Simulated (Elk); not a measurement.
A self-consistent single point of Rh (Fm-3m, 1 atom in the cell) with Elk

Computed with PBE, all-electron FP-LAPW, Elk's shipped species files, APW+lo basis with extra local orbitals run with Elk.

The input file:

```
tasks
  0

xctype
  20

rgkmax
  8.0

gmaxvr
  16.0

nxlo
  2

lorbcnd
  .true.

rmtscf
  0.9

lmaxi
  2

stype
  0

swidth
  0.00734986

maxscl
  100

avec
    0.0000000000    3.5141290322    3.5141290322
    3.5141290322    0.0000000000    3.5141290322
    3.5141290322    3.5141290322    0.0000000000

atoms
  1
  'Rh.in'
  1
  0.0000000000  0.0000000000  0.0000000000    0.0 0.0 0.0

ngridk
  12 12 12
```

Output, abridged:

```
│ Elk code version 10.2.4 │

All units are atomic (Hartree, Bohr, etc.)

│ Ground-state run starting from atomic densities │

Lattice vectors :
   0.000000000       3.514129032       3.514129032
   3.514129032       0.000000000       3.514129032
   3.514129032       3.514129032       0.000000000

Unit cell volume      :    86.79268173
Brillouin zone volume :    2.857962313

Muffin-tin inner radius fraction :   0.1000000000E-01

Nuclei treated as point charges

Species :    1 (Rh)
 parameters loaded from : Rh.in
 name : rhodium
 nuclear charge    :   -45.00000000
 electronic charge :    45.00000000
 atomic mass :    187585.2510
 muffin-tin radius :    2.340000000
 number of radial points in muffin-tin :    597
 atomic positions (lattice), magnetic fields (Cartesian) :
   1 :   0.00000000  0.00000000  0.00000000    0.00000000  0.00000000  0.00000000

Total number of atoms per unit cell :    1

Spin treatment :
 spin-unpolarised

Number of Bravais lattice symmetries :   48
Number of crystal symmetries         :   48
Crystal has inversion symmetry
Real symmetric eigensolver will be used

k-point grid :     12    12    12
k-point offset :    0.000000000       0.000000000       0.000000000
k-point set is reduced with full crystal symmetry group
Total number of k-points :       72

Muffin-tin radius times maximum |G+k| :    8.000000000
 using average radius
Maximum |G+k| for APW functions       :    3.418803419
Maximum (1/2)|G+k|²                   :    5.844108408
Maximum |G| for potential and density :    16.00000000
 potential will be trimmed for |G| > 2 gkmax
Constant for pseudocharge density :    9
Radial integration step length :    4

G-vector grid sizes :     27    27    27
Number of G-vectors :     5985

Maximum angular momentum used for
 APW functions                      :    8
 outer part of muffin-tin           :    6
 inner part of muffin-tin           :    2

Total nuclear charge    :   -45.00000000
Total core charge       :    28.00000000
Total valence charge    :    17.00000000
Total excess charge     :    0.000000000
Total electronic charge :    45.00000000

Effective Wigner radius, rₛ :   0.7721956097

Number of empty states         :    4
Total number of valence states :   13
Total number of core states    :   28

Conduction state local-orbitals added automatically
Total number of local-orbitals :   83

Exchange-correlation functional :     20     0     0
 Perdew-Burke-Ernzerhof, Phys. Rev. Lett. 77, 3865 (1996)
 gradient requirement :    1
 generalised gradient approximation (GGA)

Smearing type :    0
 Gaussian
Smearing width :   0.7349860000E-02
Effective electronic temperature (K) :    2320.902224

Mixing type :    3
 Broyden mixing, J. Phys. A: Math. Gen. 17, L317 (1984)

Kohn-Sham potential initialised from atomic data

│ Self-consistent loop started │
│ Loop number : 1 │
 total energy                :     -4784.48340289
│ Loop number : 2 │
 total energy                :     -4784.66490487
RMS change in Kohn-Sham potential (target) :   0.1418702831     (  0.1000000000E-05)
Absolute change in total energy (target)   :   0.1815019762     (  0.1000000000E-03)
│ Loop number : 3 │
 total energy                :     -4784.82622152
RMS change in Kohn-Sham potential (target) :   0.1371688315     (  0.1000000000E-05)
Absolute change in total energy (target)   :   0.2066921396     (  0.1000000000E-03)
│ Loop number : 4 │
 total energy                :     -4784.86729352
RMS change in Kohn-Sham potential (target) :   0.1302723294     (  0.1000000000E-05)
Absolute change in total energy (target)   :   0.9274504247E-01 (  0.1000000000E-03)
│ Loop number : 5 │
 total energy                :     -4785.12121656
RMS change in Kohn-Sham potential (target) :   0.6382425807E-01 (  0.1000000000E-05)
Absolute change in total energy (target)   :   0.2771093002     (  0.1000000000E-03)
│ Loop number : 6 │
 total energy                :     -4785.26391272
RMS change in Kohn-Sham potential (target) :   0.2114684348E-01 (  0.1000000000E-05)
Absolute change in total energy (target)   :   0.2119734790     (  0.1000000000E-03)
│ Loop number : 7 │
 total energy                :     -4785.34656073
RMS change in Kohn-Sham potential (target) :   0.1092087533E-02 (  0.1000000000E-05)
Absolute change in total energy (target)   :   0.1356413867     (  0.1000000000E-03)
│ Loop number : 8 │
 total energy                :     -4785.33306375
RMS change in Kohn-Sham potential (target) :   0.8004914135E-03 (  0.1000000000E-05)
Absolute change in total energy (target)   :   0.2041336515E-01 (  0.1000000000E-03)
│ Loop number : 9 │
 total energy                :     -4785.33771842
RMS change in Kohn-Sham potential (target) :   0.2226783271E-03 (  0.1000000000E-05)
Absolute change in total energy (target)   :   0.9758005433E-02 (  0.1000000000E-03)
│ Loop number : 10 │
 total energy                :     -4785.34633486
RMS change in Kohn-Sham potential (target) :   0.3784671123E-04 (  0.1000000000E-05)
Absolute change in total energy (target)   :   0.1105594190E-01 (  0.1000000000E-03)
│ Loop number : 11 │
 total energy                :     -4785.34605029
RMS change in Kohn-Sham potential (target) :   0.1667474392E-04 (  0.1000000000E-05)
Absolute change in total energy (target)   :   0.2479415388E-02 (  0.1000000000E-03)
│ Loop number : 12 │
 total energy                :     -4785.34559259
RMS change in Kohn-Sham potential (target) :   0.4864196135E-05 (  0.1000000000E-05)
Absolute change in total energy (target)   :   0.1621585316E-03 (  0.1000000000E-03)
│ Loop number : 13 │
 total energy                :     -4785.34542279
RMS change in Kohn-Sham potential (target) :   0.4223643826E-06 (  0.1000000000E-05)
Absolute change in total energy (target)   :   0.1292586476E-03 (  0.1000000000E-03)
│ Loop number : 14 │
 total energy                :     -4785.34540930
RMS change in Kohn-Sham potential (target) :   0.1454375967E-06 (  0.1000000000E-05)
Absolute change in total energy (target)   :   0.4581062694E-04 (  0.1000000000E-03)
Convergence targets achieved

│ Loop number : 15 │

Energies :
 Fermi                       :     0.505726724498
 sum of eigenvalues          :     -2849.89068970
 electron kinetic            :      4987.76915202
 core electron kinetic       :      4837.09203580
 Coulomb                     :     -9634.03368655
 Coulomb potential           :     -7656.34886544
 nuclear-nuclear             :     -515.250638342
 electron-nuclear            :     -10581.2172310
 Hartree                     :      1462.43418276
 Madelung                    :     -5805.85925383
 xc potential                :     -181.310976276
 exchange                    :     -136.687333783
 correlation                 :     -2.39353577559
 total energy                :     -4785.34540409

Density of states at Fermi energy :    25.00385728
 (states/Hartree/unit cell)

Estimated indirect band gap :   0.4847515508E-02
 from k-point     39 to k-point     21
Estimated direct band gap   :   0.8231124543E-02
 at k-point     21

Charges :
 core                        :    28.00000000
 valence                     :    17.00000000
 interstitial                :    1.553195601
 muffin-tins (core leakage)
  species :    1 (Rh)
   atom    1                 :    43.44680440     (  0.1290331326E-06)
 total in muffin-tins        :    43.44680440
 total calculated charge     :    45.00304312
 total charge                :    45.00000000
 error                       :   0.3043120693E-02

│ Self-consistent loop stopped │
```

The run converged in 15 iterations. The count includes the last loop, which Elk runs after its targets are met.

The starting cell comes from a database of computed structures (which also holds hypothetical and non-ambient phases and stackings), without a prior relaxation at this level. Its lattice was rescaled by a random factor within 2.5 % of one. Spin polarisation is off. Values depend on the basis (sphere radii, cutoffs, local orbitals), which need not be converged. The log's line on a gap gives a spacing of levels on this mesh, which the program prints for metals too.
